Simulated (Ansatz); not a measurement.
Input and output of a relaxation of cell and atoms for In2O3 (Ia-3, 40 atoms in the cell) (Ansatz, a first-principles code).

Method of the run: PBE, PAW files (plane waves; Ansatz).

```yaml
crystal:
  lattice:
    - [-5.10909, 5.10909, 5.10909]
    - [5.10909, -5.10909, 5.10909]
    - [5.10909, 5.10909, -5.10909]
  atoms:
    - { symbol: In, position: [0.50000, 0.50000, 0.50000] }
    - { symbol: In, position: [0.50000, 0.00000, 0.00000] }
    - { symbol: In, position: [0.00000, 0.00000, 0.50000] }
    - { symbol: In, position: [0.00000, 0.50000, 0.00000] }
    - { symbol: In, position: [0.25000, 0.71650, 0.46650] }
    - { symbol: In, position: [0.75000, 0.78350, 0.03350] }
    - { symbol: In, position: [0.46650, 0.25000, 0.71650] }
    - { symbol: In, position: [0.03350, 0.75000, 0.78350] }
    - { symbol: In, position: [0.71650, 0.46650, 0.25000] }
    - { symbol: In, position: [0.78350, 0.03350, 0.75000] }
    - { symbol: In, position: [0.75000, 0.28350, 0.53350] }
    - { symbol: In, position: [0.25000, 0.21650, 0.96650] }
    - { symbol: In, position: [0.53350, 0.75000, 0.28350] }
    - { symbol: In, position: [0.96650, 0.25000, 0.21650] }
    - { symbol: In, position: [0.28350, 0.53350, 0.75000] }
    - { symbol: In, position: [0.21650, 0.96650, 0.25000] }
    - { symbol: O, position: [0.53610, 0.77370, 0.54340] }
    - { symbol: O, position: [0.73030, 0.99270, 0.95660] }
    - { symbol: O, position: [0.76970, 0.72630, 0.26240] }
    - { symbol: O, position: [0.96390, 0.50730, 0.23760] }
    - { symbol: O, position: [0.54340, 0.53610, 0.77370] }
    - { symbol: O, position: [0.95660, 0.73030, 0.99270] }
    - { symbol: O, position: [0.26240, 0.76970, 0.72630] }
    - { symbol: O, position: [0.23760, 0.96390, 0.50730] }
    - { symbol: O, position: [0.77370, 0.54340, 0.53610] }
    - { symbol: O, position: [0.99270, 0.95660, 0.73030] }
    - { symbol: O, position: [0.72630, 0.26240, 0.76970] }
    - { symbol: O, position: [0.50730, 0.23760, 0.96390] }
    - { symbol: O, position: [0.46390, 0.22630, 0.45660] }
    - { symbol: O, position: [0.26970, 0.00730, 0.04340] }
    - { symbol: O, position: [0.23030, 0.27370, 0.73760] }
    - { symbol: O, position: [0.03610, 0.49270, 0.76240] }
    - { symbol: O, position: [0.45660, 0.46390, 0.22630] }
    - { symbol: O, position: [0.04340, 0.26970, 0.00730] }
    - { symbol: O, position: [0.73760, 0.23030, 0.27370] }
    - { symbol: O, position: [0.76240, 0.03610, 0.49270] }
    - { symbol: O, position: [0.22630, 0.45660, 0.46390] }
    - { symbol: O, position: [0.00730, 0.04340, 0.26970] }
    - { symbol: O, position: [0.27370, 0.73760, 0.23030] }
    - { symbol: O, position: [0.49270, 0.76240, 0.03610] }
```

Reference input (self-consistent single point, DFT, PBE, plane waves, PAW files): basis.ecutwfc = 420 eV; kpoints.mp_grid.grid = 3 3 3; hamiltonian.xc = pbe; hamiltonian.pseudopotentials = {kind: paw} (the program's default PAW files); scf.occupations.method = cold; scf.occupations.width = 0.05 eV. This run's input differs from it in these lines:

Ansatz 0.2 input:
```diff
@@ -47,3 +47,3 @@
 basis:
-  ecutwfc: 420.0
+  ecutwfc: 250.0
 kpoints:
@@ -55,2 +55,4 @@
   occupations: { method: cold, width: 0.05 }
+relax:
+  cell: {}
 output:
```

Output (repeated stretches shortened):

```
   [... SCF lines of the steps left out ...]
relax step   1: F+E_penalty+E_count = -103145.97227597 eV  Δ(F+E_penalty+E_count) = +0.000e0 eV  max|allowed force component| = 1.994e-1 eV/Å  Δτ_max = 0.0000 Å  P = -0.534 GPa  Ω = 533.445 Å³  (9 SCF iters, dr2 threshold 1.00e-7 eV, accepted)
relax step   2: F+E_penalty+E_count = -103146.75384097 eV  Δ(F+E_penalty+E_count) = -7.816e-1 eV  max|allowed force component| = 5.727e-2 eV/Å  Δτ_max = 0.0189 Å  P = +1.198 GPa  Ω = 531.620 Å³  energy of the carried Pulay correction = +7.440e-1 eV  [...]
   [... lines left out ...]
relax step  12: F+E_penalty+E_count = -103146.36581212 eV  Δ(F+E_penalty+E_count) = -8.817e-2 eV  max|allowed force component| = 2.924e-4 eV/Å  Δτ_max = 0.0001 Å  P = +0.008 GPa  Ω = 531.803 Å³  energy of the carried Pulay correction = +8.811e-2 eV  [...]
relax step  13: F+E_penalty+E_count = -103146.36581212 eV  Δ(F+E_penalty+E_count) = -8.295e-10 eV  max|allowed force component| = 2.945e-4 eV/Å  Δτ_max = 0.0000 Å  P = -0.046 GPa  Ω = 531.803 Å³  stress off target by 4.61e-2 GPa  SCF on the basis [...]
basis re-selected at this cell: Δ(F+E_penalty+E_count) = -8.295e-10 eV, ΔP = -0.054 GPa vs the last step
the relaxation is at rest under the 24 symmetry operations that the run kept from its start: a minimum is not shown …
Stability not checked (fill_not_monotonic)
Free energy (F): -103146.365812 eV
Internal energy: -103146.365812 eV  (E = F + TS)
   [... lines left out ...]
Fermi energy:    8.961236 eV
  cell:  # Å, volume = 531.8028 Å³
   [... lines left out ...]
    - { symbol: O, position: [0.22818859718287834, 0.45738642085417336, 0.46446056242247696] }
    - { symbol: O, position: [0.007074141568303674, 0.042613579145826655, 0.27080217632870496] }
    - { symbol: O, position: [0.2718114028171217, 0.7362719652395987, 0.22919782367129507] }
    - { symbol: O, position: [0.4929258584316963, 0.7637280347604012, 0.03553943757752298] }
```

The run converged. 

Summary of the result:
Free energy E − TS (on the zero of these files): -103146.3658 eV
Top of the valence band (on the code's own zero): 8.44 eV
Gap on the k-point mesh: 0.96 eV
Pressure: -0.05 GPa
Final cell: a = b = c = 8.8401 Å, α = β = γ = 109.47°
Final volume per atom: 13.30 Å³
Relaxation steps: 13

The starting cell was generated: these elements placed on a structure prototype, without a prior relaxation; it need not be a known phase or ordering of this composition. Its lattice was rescaled by a random factor within 2.5 % of one. The relaxation keeps the symmetry of its start, so its end need not be a minimum. Ansatz's pressure includes its estimate of the finite-basis (Pulay) stress. Without the estimate this run gives -64.83 GPa. The cutoff lies below the one recommended for these files.

Cost on one core of a shared machine: roughly 2 min.
